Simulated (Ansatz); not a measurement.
Er on the Si site + C vacancy in 3C silicon carbide (the name describes the start): one set of geometries, relaxed with PBE, evaluated in Ansatz (PAW, plane waves to 420 eV, 500 eV under r2SCAN) with PBE, r2SCAN.

Details: 64-site cell; 2×2×2 shifted k-points; start: the Si site; C 1.90 Å away; charged states image-corrected; no Hubbard U; finite-size errors of tenths of an eV; relaxed from one start, so a lower configuration may exist.

| quantity | PBE | r2SCAN |
|---|---|---|
| host gap (eV) | 1.37 | 1.72 |
| ε(+1/0) above the VBM (eV) | 0.92 | 1.29 |
| largest moment on one atom at charge +1 (μB) | 2.78 | 2.95 |
| largest moment on one atom at charge 0 (μB) | 2.59 | 2.84 |

PBE narrows the gap by 0.35 eV against r2SCAN, the highest level run, and puts the level shown 0.37 eV lower above the valence-band maximum (from the rounded values).

Ansatz is a first-principles code.
